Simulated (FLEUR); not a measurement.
A self-consistent single point of LaOs2 (Fd-3m, 6 atoms in the cell) with FLEUR.

Computed with PBEsol, all-electron FLAPW (FLEUR), scalar-relativistic valence in FLEUR.

The change in words: lattice scaled by 0.98. Reference geometry:
```yaml
crystal:
  lattice:
    - [0.00000, 3.79508, 3.79508]
    - [3.79508, 0.00000, 3.79508]
    - [3.79508, 3.79508, 0.00000]
  atoms:
    - { symbol: La, position: [0.75000, 0.75000, 0.75000] }
    - { symbol: La, position: [0.50000, 0.50000, 0.50000] }
    - { symbol: Os, position: [0.12500, 0.62500, 0.12500] }
    - { symbol: Os, position: [0.12500, 0.12500, 0.12500] }
    - { symbol: Os, position: [0.62500, 0.12500, 0.12500] }
    - { symbol: Os, position: [0.12500, 0.12500, 0.62500] }
```

Reference input (self-consistent single point, DFT, PBEsol, all-electron FLAPW (FLEUR), scalar-relativistic valence): Kmax = 4.2 1/bohr; GmaxXC = 14.7 1/bohr; xcFunctional = PBEs; jspins = 1; l_soc = F; mode = hist; fermiSmearingEnergy = 0.00499791 Htr; mesh (inpgen div1-3) = 7 7 7; inpgen gamma flag = false; Gmax = 14.7 1/bohr; numbands = 0; maxIterBroyd = 40. This run's input differs from it in these lines:

```diff
@@ -3,5 +3,5 @@
 &input film=f /
--0.0000000000 3.7950830000 3.7950830000
-3.7950830000 0.0000000000 3.7950830000
-3.7950830000 3.7950830000 0.0000000000
+0.0000000000 3.7191810000 3.7191810000
+3.7191810000 0.0000000000 3.7191810000
+3.7191810000 3.7191810000 0.0000000000
 1.8897261246
@@ -48,5 +48,5 @@
          <bravaisMatrix>
-            <row-1>    0.0000000000000000     7.1716674901253414     7.1716674901253414</row-1>
-            <row-2>    7.1716674901253414     0.0000000000000000     7.1716674901253414</row-2>
-            <row-3>    7.1716674901253414     7.1716674901253414     0.0000000000000000</row-3>
+            <row-1>    0.0000000000000000     7.0282334978159522     7.0282334978159522</row-1>
+            <row-2>    7.0282334978159522     0.0000000000000000     7.0282334978159522</row-2>
+            <row-3>    7.0282334978159522     7.0282334978159522     0.0000000000000000</row-3>
          </bravaisMatrix>
```

Output (repeated stretches shortened):

```
 Iteration:     1   Distance:      11.28931965 me/bohr^3
 Iteration:     2   Distance:      10.17796122 me/bohr^3
 Iteration:     3   Distance:       5.44080470 me/bohr^3
 Iteration:     4   Distance:       2.45698819 me/bohr^3
 Iteration:     5   Distance:       1.58539594 me/bohr^3
   [... 8 lines left out ...]
 Iteration:    14   Distance:       0.00013937 me/bohr^3
 Iteration:    15   Distance:       0.00012761 me/bohr^3
 Iteration:    16   Distance:       0.00001284 me/bohr^3
 Iteration:    17   Distance:       0.00000803 me/bohr^3
 Run finished successfully
 Stop message:
   Structural relaxation: Done

[file out, last iteration]
             iter=     18
[...]
          total density-effective poten   -1.4936692156E+05
          total charge density-energy d   -1.7470828270E+03
 Updated energy parameters for spin:           1
[...]
 fermi energy and band-weighting factors:
   [... 5 lines left out ...]

[...]
FERMIE:
          first approx. to ef    (T=0)  :   0.656255 htr   (energy of the highest occ. eigenvalue)
          number of occ. states  (T=0)  :        769
          first approx. to seigv (T=0)  :  -3.908619 htr
          sum of weights of occ. states :  39.023324
          sum of semicore charge        :   0.000000 e
FERHIS:  Fermi-Energy by histogram:
          bandgap                     :   0.001222 htr
   [... lines left out ...]
          charge neutrality (T=0)     :   0.046647    (zero if the highest occ. eigenvalue is "entirely" occupied)
     EF_NEWTON:  Adjust Fermi-Energy by Newton-Method.
 Direct bandgap for spin            1 :    2.1598474114498112E-003  Htr
 ---->    free energy=                    -86096.9762455348 htr
   [... lines left out ...]
      extrapolation for T->0
 ---->    total electron energy=          -86096.9694010229 htr
 ***** TOTAL FORCES ON ATOMS *****
 TOTAL FORCE FOR ATOM TYPE=  1  X= -5.271   Y= -5.271   Z= -5.271
                       FX_TOT= 0.000000 FY_TOT= 0.000000 FZ_TOT= 0.000000
 TOTAL FORCE FOR ATOM TYPE=  2  X=  3.514   Y=  0.000   Z=  3.514
                       FX_TOT= 0.000000 FY_TOT= 0.000000 FZ_TOT= 0.000000
 Structural relaxation: Done
```

The run converged in 17 iterations. FLEUR gives forces in its relaxation mode, with a further iteration, so its stop message speaks of a relaxation. Against the reference run the free energy goes up by 94.8 meV/atom.

The starting cell comes from a database of computed structures (which also holds hypothetical and non-ambient phases and stackings), without a prior relaxation at this level. Its lattice was rescaled by a random factor within 2.5 % of one. For this run, on top of that: lattice scaled by 0.98. Spin-orbit coupling is off. Spin polarisation is off. Values depend on the basis (sphere radii, cutoffs, local orbitals), which need not be converged. The log's line on a gap gives a spacing of levels on this mesh, which the program prints for metals too.

Cost on one core of a shared machine: roughly 4 min.
